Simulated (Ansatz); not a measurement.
## Ba: Ba → Sr

Base system: Ba in the bcc (W type) structure (space group Im-3m, No. 229; a = 4.882 Å).

Perturbation: every Ba is replaced by Sr, then cell and atoms are relaxed.

Method: Ansatz (an electronic-structure program) PBEsol, scalar-relativistic without spin-orbit coupling. Settings: 14×14×14 k-points, 0.05 eV Fermi–Dirac smearing.

```tsv
quantity	base	changed	shift
volume per atom	58.17 Å³	51.09 Å³	-7.08 Å³
density	3.92 g/cm³	2.85 g/cm³	-1.07 g/cm³
lattice parameter a	4.882 Å	4.675 Å	-0.207 Å
space group	Im-3m (No. 229)	Im-3m (No. 229)	–
shortest interatomic distance	4.228 Å	4.049 Å	-0.179 Å
band gap	zero	zero	–
```

Whether these cells are dynamically stable was not tested. This is not the structure that Sr has at room temperature and ambient pressure.
